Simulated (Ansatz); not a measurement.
# AlN (model structure, started from the CsCl type, Pm-3m, No. 221, 2 atoms in the cell): cohesive energy by level of theory

No measured value is used here.

| level (code) | value (eV/atom) | cell (Å³/atom) |
|---|---|---|
| PBEsol (Ansatz) | 4.43 | 8.73 |
| PBE-D3(BJ) (Ansatz) | (withheld) | 8.66 |
| r²SCAN (Ansatz) | 3.91 | 8.65 |
| r²SCAN+rVV10 (Ansatz) | 4.07 | 8.61 |

Task: Some entries are withheld; supply them.

Result: 
- PBE-D3(BJ) (Ansatz, an electronic-structure program), value (eV/atom): 4.32

Each level is taken at its own relaxed cell. Cutoffs differ between the levels. Ansatz's density-functional and Hartree–Fock values are scalar-relativistic unless marked +SOC, with PAW data made under PBE.

A model structure was made by putting elements into a prototype or built by hand; it is no filed structure, need not be a known phase, and can be a saddle point held by its symmetry.
